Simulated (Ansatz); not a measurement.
Base system: TiO2 in the rutile structure (space group P4_2/mnm, No. 136; a = 4.591 Å, c = 2.939 Å). Axes: x, y, z lie along a, b, c of the conventional cell.

Level of theory: PBEsol, PAW, 420 eV (Ansatz, a quantum-chemistry and plane-wave program; without spin-orbit coupling).

Now apply this change: an isotropic linear strain of +2.40 %; the atoms relax in the strained cell.

Task: Predict the stress tensor and what it implies for the stiffness.

Result: Stress of the strained cell less that of the base (GPa, compression positive):
```
 -12.44    0.00    0.00
   0.00  -12.44    0.00
   0.00    0.00  -17.14
```

Then B = −ΔP/(ΔV/V₀) with ΔV/V₀ = 0.0737 gives secant stiffness values (nonlinear terms included at this strain): B (at held cell shape, above the free-shape value) ≈ 190 GPa.

As a check, the harmonic strain energy −½ V₀ Δσ:ε is 32 meV/atom; the computed energy rise is 36 meV/atom.

Stability against distortions was not tested. All final runs are without spin polarisation.
